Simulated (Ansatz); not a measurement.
The parent structure is AlN in the zinc blende structure (space group F-43m, No. 216; a = 4.370 Å). Axes: x, y, z lie along the cube axes.

The values are results of r2SCAN, PAW, 500 eV (Ansatz, a program for electronic structure; without spin-orbit coupling), not measurements.

For the base:

| Item | Result |
|---|---|
| Shortest interatomic distance | 1.892 Å |

It is then changed as follows: a free-standing slab of 5 layers (10 atoms, 2 a layer) is cut normal to [110], with 15 Å of vacuum and the in-plane cell held at bulk.

**Question.** Estimate the effect on the change of the spacing d23 from its bulk value of 1.545 Å.

**Answer.** The change of the spacing d23 from its bulk value of 1.545 Å amounts to +1.7 %.

**Question.** Estimate the effect on the change of the spacing d12 from its bulk value of 1.545 Å.

**Answer.** The change of the spacing d12 from its bulk value of 1.545 Å comes out as -8.6 %.

**Question.** How does this affect the gap character?

**Answer.** The gap character amounts to indirect, U → Γ.

**Question.** Predict the new shortest interatomic distance.

**Answer.** The shortest interatomic distance decreases by 0.113 Å, from 1.892 Å to 1.779 Å.

Whether these cells are dynamically stable was not tested. This is not the structure that AlN has at room temperature and ambient pressure. k-point labels follow each cell's own Brillouin zone.
